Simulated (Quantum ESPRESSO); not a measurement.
A user runs Quantum ESPRESSO on CdSe (F-43m, 2 atoms in the cell) and asks whether the run is sound. The aim is a self-consistent single point with DFT, PBE, plane waves, PseudoDojo standard norm-conserving (PBE) pseudopotentials.

Cell that was meant: a = 4.2569 Å, b = 4.2569 Å, c = 4.2569 Å, α = 60.00°, β = 60.00°, γ = 60.00°.

Part of the input:

```fortran
  degauss = 0.000734986,
/
&electrons
  conv_thr = 1.0d-2,
/
ATOMIC_SPECIES
Cd   112.4140  Cd.upf
```

The program printed (abridged):

```
     Message from routine setup:
     using ibrav=0 with symmetry is DISCOURAGED, use correct ibrav instead
     G-vector sticks info
   [... lines left out ...]
                       cart. coord. in units 2pi/alat
        k(    1) = (   0.0000000   0.0000000   0.0000000), wk =   0.0160000
        k(    2) = (   0.1414214   0.1414214  -0.1414214), wk =   0.1280000
        k(    3) = (   0.2828427   0.2828427  -0.2828427), wk =   0.1280000
   [... 7 lines left out ...]

     Dense  grid:    53497 G-vectors     FFT dimensions: (  54,  54,  54)

     Initial potential from superposition of free atoms

     starting charge      35.9997, renormalised to      36.0000
     Self-consistent Calculation

     iteration #  1     ecut=   105.00 Ry     beta= 0.70

     Threshold (ethr) on eigenvalues was too large:
     Diagonalizing with lowered threshold

     total energy              =    -593.19536954 Ry
     estimated scf accuracy    <       0.08396896 Ry

     iteration #  2     ecut=   105.00 Ry     beta= 0.70

     total energy              =    -593.21794388 Ry
     estimated scf accuracy    <       0.03678271 Ry

     iteration #  3     ecut=   105.00 Ry     beta= 0.70
     End of self-consistent calculation

     the Fermi energy is     8.3856 ev

!    total energy              =    -593.22648025 Ry
     estimated scf accuracy    <       0.00057589 Ry
     smearing contrib. (-TS)   =      -0.00000000 Ry
     internal energy E=F+TS    =    -593.22648025 Ry

     convergence has been achieved in   3 iterations

     Forces acting on atoms (cartesian axes, Ry/au):

     atom    1 type  1   force =     0.00000000    0.00000000   -0.00000000
     atom    2 type  2   force =     0.00000000    0.00000000    0.00000000

     Total force =     0.000000     Total SCF correction =     0.000000

          total   stress  (Ry/bohr**3)                   (kbar)     P=      -22.55
  -0.00015329   0.00000000  -0.00000000          -22.55        0.00       -0.00
   0.00000000  -0.00015329  -0.00000000            0.00      -22.55       -0.00
  -0.00000000  -0.00000000  -0.00015329           -0.00       -0.00      -22.55

   JOB DONE.
```

Question: Can these results be used? Check the input.

Answer: The run is not sound. The fault is a convergence threshold that is too loose. A loop that stops early leaves an energy error of second order in the density error, but errors of first order in forces and stress. To fix it, tighten the threshold. The run converged in 3 iterations without an error; against the sound input the free energy goes up by 1.5 meV/atom, the pressure goes from 4.82 to -2.25 GPa and the gap on the mesh moves little (0.666 to 0.657 eV).

The sound input it was made from differs as follows (other fixes are possible):
```diff
-  conv_thr = 1.0d-2,
+  conv_thr = 1.0d-9,
```

With that input, the run converged in 9 iterations: free energy E − TS -8071.2604 eV; top of the valence band (on the code's own zero) 8.24 eV; gap on the k-point mesh 0.67 eV; pressure 4.82 GPa (DFT, PBE, plane waves, PseudoDojo standard norm-conserving (PBE) pseudopotentials).

On the sound input: the starting cell comes from a database of computed structures (which also holds hypothetical and non-ambient phases and stackings), without a prior relaxation at this level. Its lattice was rescaled by a random factor within 2.5 % of one. With a pressure of about 5 GPa the cell is away from its equilibrium volume at this level.
